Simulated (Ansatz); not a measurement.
# NaF under a change: uniaxial strain ε_zz = +2.50 %

Start from NaF in the rock salt structure (space group Fm-3m, No. 225; a = 4.6291 Å). Axes: x, y, z lie along the cube axes.

The change: uniaxial strain ε_zz = +2.50 %, all other strain components held at zero, atoms relaxed at fixed cell.

Computed with PBEsol/PAW in Ansatz (a quantum-chemistry and plane-wave program), no spin-orbit coupling. Γ-centred 12×12×12 mesh, Fermi–Dirac width 0.05 eV.

| quantity | base | changed | shift |
|---|---|---|---|
| volume per atom | 12.40 Å³ | 12.71 Å³ | +0.31 Å³ |
| space group | Fm-3m (No. 225) | I4/mmm (No. 139) | – |
| shortest interatomic distance | 2.315 Å | 2.315 Å | 0.000 Å |
| energy relative to the base (free energy F) | 0 meV/atom | +2.2 meV/atom | +2.2 meV/atom |
| pressure (mean of the normal stresses, compression positive) | 0.00 GPa | -1.06 GPa | -1.06 GPa |
| band gap | 6.20 eV | 6.07 eV | -0.13 eV |
| gap character | direct at Γ | direct at Γ | – |
| electron mass | 0.56 mₑ (at Γ) | 0.56 mₑ (at Γ) | – |
| stress (xx, yy, zz, yz, xz, xy; compression positive) | – | (-0.53, -0.53, -2.14, 0.00, 0.00, 0.00) GPa | – |

Final structure:

```
NaF
1.0
    0.00000     2.31454     2.37240
    2.31454     0.00000     2.37240
    2.31454     2.31454     0.00000
Na F
1 1
Direct
  0.00000   0.00000   0.00000
  0.50000   0.50000   0.50000
```

Cost of the whole job for the changed cell (relaxation, final SCF and bands): about 12 core-seconds (a rough figure).

Masses are band curvatures over ±0.01 Å⁻¹ around the edge. Whether these cells are dynamically stable was not tested. Labels are those of the standard path for the cell's own space group.
